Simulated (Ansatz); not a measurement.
Start from CoSi$_{2}$ (space group Fm-3m, No. 225; a = 5.312 Å; non-magnetic). Axes: x, y, z lie along the cube axes.

All numbers come from Kohn–Sham DFT with the PBEsol functional, run in Ansatz (an electronic-structure program) with PAW and 420 eV plane waves, no SOC.

For the base:

| Item | Value |
|---|---|
| Pressure | 0.0 GPa |

It is then changed as follows: a pure shear with ε_xz = ε_zx = -0.0358, atoms relaxed at fixed cell.

What happens to the pressure?

The pressure (mean of the normal stresses, compression positive) goes from zero to 0.4 GPa.

What does the calculation give for the largest internal atomic displacement after the change?

The largest internal atomic displacement amounts to 0.055 Å.

The cells carry an imposed strain or load. Stability against distortions was not tested. Seeded moments were not kept for the base. All final runs are without spin polarisation. An odd electron count without spin: CoSi2.
